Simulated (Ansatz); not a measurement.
An Ansatz (a first-principles code) input (Ansatz PBE, scalar-relativistic without spin-orbit coupling):

Ansatz 0.2 input:
```yaml
crystal:
  lattice:
    - [0, 1.9713799251, 1.9713799251]
    - [1.9713799251, 0, 1.9713799251]
    - [1.9713799251, 1.9713799251, 0]
  atoms:
    - { symbol: Pd, position: [0, 0, 0] }
basis: { ecutwfc: 420, ecutrho_ratio: 4, xc_grid: 2, fft_grid_basis: typed }
kpoints: { mp_grid: { grid: [20, 20, 20] } }
hamiltonian:
  xc: pbe
  dispersion: none
  pseudopotentials: { kind: paw }
scf: { occupations: { method: fermi_dirac, width: 0.05 }, convergence: { dr2_threshold: 0.0000000001 } }
output: { forces: true, stress: true }
checkpoint: { write: state.ck, write_every: 1000 }
```

Problem. Which symmetry and how many k-points will the program report, and about how many plane waves at Γ?

Solution. Space group Fm-3m (ITA 225) with 48 operations, k-points 256 of 8000, and 307 plane waves at Γ.

Stability against distortions was not tested. The final runs are not spin-polarised. The cell was made from Pt by this change: Pt → Pd.
